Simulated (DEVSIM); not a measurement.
Device: Schottky contact on n-type GaP, at 300 K.

Layer 1 from the left is GaP, thickness (μm) 13.0, Nd (cm⁻³) 2.3e16, τn (s) 3.5e-7, τp (s) 3.5e-7.

Left contact: Schottky, work function 4.99 eV, emission velocity 4.5e6 cm/s. Right contact: ohmic. Voltage is applied to the left contact. Recombination: SRH at mid-gap, radiative, Auger. Mobility is μmin + (μ − μmin)/(1 + (N/Nref)^α).

Constants are typed, rounded textbook-type inputs, not results; the design itself was drawn at random and stands for no fabricated device. Values at 300 K.

GaP: gap (eV) 2.26, affinity (eV) 3.8, permittivity 11.1, Nc (cm⁻³) 1.8e19, Nv (cm⁻³) 1.9e19, μn (cm²/Vs) 250, μp (cm²/Vs) 150, μn,min 10, μp,min 10, Nref,n 4.4e18, Nref,p 1e18, αn 0.8, αp 0.85, B (cm³/s) 1e-13, Cn (cm⁶/s) 1e-30, Cp (cm⁶/s) 1e-30.

Model (solved in DEVSIM): 1D drift-diffusion, Boltzmann statistics, complete ionisation; no tunnelling, impact ionisation, image-force lowering or self-heating. Metal contacts follow the ideal Schottky-Mott rule: no Fermi-level pinning, no interface dipoles.

Dark forward current:

```tsv
|V| (V)	|J| (A/cm²)
0.05	6.423e-13
0.10	5.060e-12
0.15	3.544e-11
0.20	2.443e-10
0.25	1.680e-9
0.30	1.153e-8
0.35	7.914e-8
0.40	5.425e-7
0.45	3.714e-6
0.50	2.539e-5
0.55	0.0001732
0.60	0.001179
0.65	0.007993
0.70	0.05381
0.75	0.3546
0.80	2.132
0.85	9.396
0.90	25.50
0.95	48.28
1.00	74.81
1.05	103.5
1.10	133.5
1.15	164.4
1.20	195.9
1.25	227.9
1.30	260.2
```

Problem. Work out the local ideality factor n = ΔV / (kT/q · ln(J2/J1)) between the rows 0.15 and 0.20 V, 1.25 and 1.30 V.

Solution. kT/q = 25.85 mV. From 0.15 to 0.20 V: ln(2.443e-10/3.544e-11) = 1.931, n = 1.00, near the 1 of diffusion or emission over a barrier. From 1.25 to 1.30 V: ln(260.2/227.9) = 0.133, n = 14.59; the layers' resistance at their doping, Σ W/(qμN) = 0.0014 Ω cm², would take 46 mV of this step of 50 mV.

Problem. Estimate the current at 0.45 V for emission alone, J0 = q v N_band exp(−φB/kT), and read the barrier back from the simulated current.

Solution. φB = 1.190 eV, N_band = 1.80e19 cm⁻³, J0 = 1.32e-13 A/cm²; J = J0 (exp(qV/kT) − 1) = 4.79e-6 A/cm². The simulation gives 3.71e-6 A/cm²; the estimate lies 29 % above. Read backwards, the simulated current gives an apparent barrier of 1.197 eV. The estimate leaves out transport through the depletion region and minority injection.
